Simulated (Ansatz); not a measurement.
Equilibrium lattice constant a of AlN (model structure, from the CsCl type, Pm-3m, No. 221) at several levels of theory

No measured value is used here.

```json
[
 {"level (code)": "PBE (Ansatz)", "value (Å)": "2.614"},
 {"level (code)": "PBEsol (Ansatz)", "value (Å)": "2.594"},
 {"level (code)": "PBE-D3(BJ) (Ansatz)", "value (Å)": "2.588"},
 {"level (code)": "r²SCAN (Ansatz)", "value (Å)": "2.586"}
]
```

Ansatz's density-functional and Hartree–Fock values are scalar-relativistic unless marked +SOC, with PAW data made under PBE.

A model structure was made by putting elements into a prototype or built by hand; it is no filed structure, need not be a known phase, and can be a saddle point held by its symmetry.

Ansatz is a program for electronic structure.
